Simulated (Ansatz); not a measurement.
The reference is BN in the zinc blende structure (space group F-43m, No. 216; a = 3.6097 Å). Axes: x, y, z lie along the cube axes.

All numbers come from plane-wave PAW DFT at the r2SCAN level (Ansatz, a quantum-chemistry and plane-wave program, 500 eV), scalar-relativistic without spin-orbit coupling.

Strains are applied to the cell and any free atomic positions relax.

One change was made to it. Results:

The smallest direct gap goes up by 0.82 eV to 10.41 eV; the pressure goes from zero to 861.4 kbar; the band gap rises by 0.194 eV (5.00 eV → 5.20 eV).

Q: Which change produced these results?
A) isotropic strain −1.26 %
B) isotropic strain −5.31 %
C) uniaxial strain ε_xx = −0.67 %
D) uniaxial strain ε_yy = −1.64 %

A: B, isotropic strain −5.31 %. For comparison, the band gap in the other runs: uniaxial strain ε_yy = −1.64 % gives 4.72 eV; uniaxial strain ε_xx = −0.67 % gives 4.89 eV; isotropic strain −1.26 % gives 5.05 eV.

No phonon test of stability was made.
